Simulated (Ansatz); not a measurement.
The starting structures come from a database of crystals and need not be the phases stable at ambient conditions.

Here is the system:

```
CELL_PARAMETERS angstrom
      4.63263     0.00000     0.00000
      0.00000     9.80636     0.00000
      0.00000     0.00000     4.63263
ATOMIC_POSITIONS crystal
  Ba 0.50000 0.35951 0.00000
  Ba 0.00000 0.64049 0.50000
  Cd 0.50000 0.00000 0.50000
  Cd 0.00000 0.00000 0.00000
  Sb 0.50000 0.81539 0.00000
  Sb 0.00000 0.18461 0.50000
  F  0.50000 0.50000 0.50000
  F  0.00000 0.50000 0.00000
```

Space group of this cell: P4/nmm. The cell is taken as given.

Transport runs along the normal of the first two printed cell vectors, the (100) plane of the conventional cell.

No gap correction and no spin-orbit coupling; mid-gap values are interpolated between computed energies.

State the band gap and the smallest decay constant κ at mid-gap according to r2SCAN run with Ansatz (a program for electronic structure).

Gap 0.55 eV on a 8×4×8 mesh; κ = 0.089 1/Å, at the zone centre.
